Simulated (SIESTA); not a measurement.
A self-consistent single point of a (001) slab of Ga (cut from a parent of space group no. 64; 4 atoms in the cell) with SIESTA.

Method of the run: GGA PBEsol, numerical atomic orbitals DZP, PseudoDojo PBEsol standard norm-conserving potentials (rewritten from UPF to PSML) run with SIESTA.

The change in words: vacuum of 3 angstrom (first run: 14 Å). Reference geometry:
```xyz
4
Lattice="4.4248 0.0000 0.0000 -6.5641 3.8733 0.0000 0.0000 0.0000 17.7772" Properties=species:S:1:pos:R:3 pbc="T T T"
Ga    -5.5473     3.2734    10.7772
Ga    -4.2988     2.5367     8.5235
Ga    -2.2653     1.3367     9.2537
Ga    -1.0168     0.6000     7.0000
```

Reference input (self-consistent single point, DFT, GGA PBEsol, numerical atomic orbitals DZP, PseudoDojo PBEsol standard norm-conserving potentials (rewritten from UPF to PSML)): XC.functional = GGA; XC.authors = PBEsol; potentials = PseudoDojo PBEsol standard; PAO.BasisSize = DZP; PAO.EnergyShift = 0.01 Ry; MeshCutoff = 400 Ry; kgrid.MonkhorstPack = 7 7 1; OccupationFunction = MP; OccupationMPOrder = 0; ElectronicTemperature = 0.1 eV; MaxSCFIterations = 150; SCF.Mixer.Method = Pulay. This run's input differs from it in these lines:

```diff
@@ -13,3 +13,3 @@
     -6.564111000    3.873340000    0.000000000
-     0.000000000    0.000000000   17.777188000
+     0.000000000    0.000000000    6.777190000
 %endblock LatticeVectors
@@ -17,6 +17,6 @@
 %block AtomicCoordinatesAndAtomicSpecies
-    -5.547330206    3.273359634   10.777189122  1
-    -4.298836294    2.536650366    8.523486113  1
-    -2.265274706    1.336689634    9.253701887  1
-    -1.016780794    0.599980366    6.999998878  1
+    -5.547330206    3.273359634    5.277187760  1
+     0.126005706    2.536650366    3.023487443  1
+    -2.265274706    1.336689634    3.753702557  1
+    -1.016780794    0.599980366    1.500002240  1
 %endblock AtomicCoordinatesAndAtomicSpecies
```

Log, with long lists cut:

```
        iscf     Eharris(eV)        E_KS(eV)     FreeEng(eV)     dDmax    Ef(eV) dHmax(eV)
   scf:    1    -8305.082255    -8304.523157    -8304.538450  0.838373 -3.816601  3.526468
   scf:    2    -8304.949450    -8304.745250    -8304.761354  0.073375 -3.939557  2.312594
   scf:    3    -8305.006515    -8304.891798    -8304.907797  0.116859 -4.122498  0.426717
   scf:    4    -8304.897495    -8304.895025    -8304.911270  0.018132 -4.149115  0.126848
   scf:    5    -8304.895332    -8304.895303    -8304.911778  0.007610 -4.149553  0.025452
   scf:    6    -8304.895547    -8304.895461    -8304.911828  0.000849 -4.145061  0.018734
   scf:    7    -8304.895450    -8304.895461    -8304.911844  0.000722 -4.145264  0.002916
   scf:    8    -8304.895469    -8304.895465    -8304.911845  0.000113 -4.145073  0.000318
   scf:    9    -8304.895464    -8304.895464    -8304.911845  0.000065 -4.145150  0.000338
SCF Convergence by DM+H criterion
max |DM_out - DM_in|         :     0.0000645473
max |H_out - H_in|      (eV) :     0.0003377898
SCF cycle converged after 9 iterations

Using DM_out to compute the final energy and forces

siesta: E_KS(eV) =            -8304.8955

siesta: E_KS - E_eggbox =     -8304.8955

siesta: Atomic forces (eV/Ang):
     1   -0.067739    0.039160    0.886196
     2   -0.360455    0.213304   -0.530137
     3    0.360455   -0.213304    0.530137
     4    0.067739   -0.039160   -0.886196
   Tot    0.000000    0.000000    0.000000
   Max    0.886196
   Res    0.456059    sqrt( Sum f_i^2 / 3N )
   Max    0.886196    constrained

Stress tensor Voigt[x,y,z,yz,xz,xy] (kbar):       44.68       48.09       13.08       -5.52        9.36        2.59
(Free)E + p*V (eV/cell)    -8307.4698
   [... lines left out ...]
siesta: FreeEng =     -8304.911845
siesta: Cell volume =        116.153700 Ang**3
siesta:         -35.28306848        -51.55966152  kBar
   [... lines left out ...]
   4 12.903   1.273   0.213   0.227   0.215   0.212   0.187   0.199   0.112
              2.008   2.009   2.013   2.008   2.011   0.034   0.041   0.068

              0.042   0.030

mulliken: Qtot =       52.000

Mulliken Atomic Populations:
Atom #   charge [q] valence [e]  Species
     1     0.097254   12.902746  Ga
     2    -0.097254   13.097254  Ga
     3    -0.097254   13.097254  Ga
     4     0.097254   12.902746  Ga
 Total    -0.000000
```

The run converged in 9 iterations. Against the reference run the free energy drops by 280 meV/atom and the largest force goes from 0.568 to 0.890 eV/Å.

The starting cell has typed, rounded lattice constants, without a prior relaxation at this level. The slab is cut from that crystal, and its faces are unrelaxed. Its lattice was rescaled by up to half a per cent. Values carry the incompleteness of an atom-centred basis.

Cost on one core of a shared machine: roughly 2 min.
